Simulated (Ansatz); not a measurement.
System: TlBr (model structure, within 0.1 Å of P6₃/mmc, No. 194, 8 atoms in the cell). Method: PBEsol (PAW; Ansatz, an electronic-structure program).

Numerical settings: plane-wave cutoff 500 eV, 6×10×6 k mesh (along the axes of the cell as run), Fermi–Dirac smearing 0.05 eV, scalar-relativistic PAW data made under PBE.

Cell (relaxed at this level):

TlBr is taken in the hexagonal space group P6₃/mmc (No. 194), the NiAs type structure, Pearson symbol hP4. Lattice parameters: a = b = 4.5014 Å, c = 8.0118 Å, α = β = 90.00°, γ = 120.00°. Tl on 2a has 6 Br at 3.281 Å (octahedral). Br on 2d is coordinated by 6 Tl at 3.281 Å (trigonal prismatic). (Neighbours: up to the widest gap in distance over summed covalent radii, below 1.35, at either atom; cation-cation and far metal-metal contacts left out.)
(The calculation used a cell of 8 atoms; values per cell refer to that cell.)

Question: Predict the band gap.

Answer: 
band gap: 1.47 eV (on the SCF k mesh)

Spin–orbit coupling is not included; with these elements it can move the gap by several tenths of an eV or more.

The result took very roughly 15 core-minutes.

A model structure was made by putting elements into a prototype or built by hand; it is no filed structure, need not be a known phase, and can be a saddle point held by its symmetry.
